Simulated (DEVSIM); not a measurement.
Device: abrupt GaSb n-p junction, at 400 K.

```csv
layer (left to right),material,thickness (μm),Nd (cm⁻³),Na (cm⁻³),τn (s),τp (s)
1,GaSb,0.390,1.1e16,-,3.4e-9,3.4e-9
2,GaSb,62.0,-,3.4e14,3.4e-9,3.4e-9
```

Left contact: ohmic. Right contact: ohmic. Voltage is applied to the left contact. Recombination: SRH at mid-gap, radiative, Auger. Mobility is μmin + (μ − μmin)/(1 + (N/Nref)^α).

The device is made up for the run: typed textbook-type constants, with dimensions and the other settings drawn at random. Values at 300 K; Nc and Nv go as T^1.5, mobilities as T to minus their exponent, the gap by Varshni's rule with the affinity fixed.

| parameter | GaSb |
|---|---|
| gap (eV) | 0.726 |
| affinity (eV) | 4.06 |
| permittivity | 15.7 |
| Nc (cm⁻³) | 2.1e17 |
| Nv (cm⁻³) | 1.8e19 |
| μn (cm²/Vs) | 5000 |
| μp (cm²/Vs) | 850 |
| μn,min | 1000 |
| μp,min | 190 |
| Nref,n | 2.8e17 |
| Nref,p | 9e17 |
| αn | 1.05 |
| αp | 0.65 |
| T exponent of μn | 2 |
| T exponent of μp | 1.7 |
| B (cm³/s) | 1e-10 |
| Cn (cm⁶/s) | 5e-30 |
| Cp (cm⁶/s) | 5e-30 |
| Varshni α (eV/K) | 0.00042 |
| Varshni β (K) | 140 |

Simulated with DEVSIM: 1D drift-diffusion, Boltzmann statistics, complete ionisation; no tunnelling, impact ionisation, image-force lowering or self-heating.

Problem. Tabulate band edges, carrier densities and field at -0.7 V on the left contact.

Solution. Energies count from the Fermi level of the right contact; mesh points crowd at the junctions.

```
x (μm)   Ec (eV)  Ev (eV)  n (cm⁻³)  p (cm⁻³)  field (V/cm)
-------  -------  -------  --------  --------  ------------
0.000      0.817    0.129    1.1e16    1.8e12           ≈ 0
0.02867    0.817    0.129    1.1e16    2.4e12           ≈ 0
0.09136    0.817    0.129    1.1e16    3.6e12            25
0.2103     0.818    0.130    1.1e16    6.2e12           250
0.3412     0.832    0.144    7.0e15    1.3e13          2700
0.3801     0.847    0.159    4.6e15    2.1e13          5100
0.4036     0.860    0.172    3.2e15    3.1e13          5200
0.4839     0.892    0.204    1.2e15    8.0e13          3100
0.6325     0.924    0.236    4.8e14    2.1e14          1500
0.9937     0.949    0.262    2.2e14    4.5e14           240
1.785      0.952    0.264    1.7e14    5.1e14           -31
4.635      0.939    0.251    1.3e14    4.7e14           -55
10.42      0.898    0.211    9.1e13    4.3e14           -82
23.10      0.774    0.086    6.2e13    4.0e14          -110
48.12      0.478   -0.209    5.2e13    3.9e14          -120
56.34      0.377   -0.310    5.1e13    3.9e14          -120
59.73      0.335   -0.352    5.0e13    3.9e14          -120
61.27      0.316   -0.371    5.0e13    3.9e14          -120
62.03      0.307   -0.381    5.0e13    3.9e14          -120
62.25      0.304   -0.383    5.0e13    3.9e14          -120
62.34      0.303   -0.384    5.0e13    3.9e14          -120
62.39      0.302   -0.385    5.0e13    3.9e14          -120
```
